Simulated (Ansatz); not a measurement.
## Lattice parameter c of GeS2 (model structure, started from the 3R-MoS2 type, R3m, No. 160, 3 atoms in the cell) at several levels of theory

No measured value is used here.

| level (code) | value (Å) |
|---|---|
| PBE (Ansatz) | … |
| PBEsol (Ansatz) | 15.679 |
| PBE-D3(BJ) (Ansatz) | 15.837 |

Fill in the missing entries.


- PBE (Ansatz, a quantum-chemistry and plane-wave program), value (Å): 16.494

Ansatz's density-functional and Hartree–Fock values are scalar-relativistic unless marked +SOC, with PAW data made under PBE.

A model structure was made by putting elements into a prototype or built by hand; it is no filed structure, need not be a known phase, and can be a saddle point held by its symmetry.
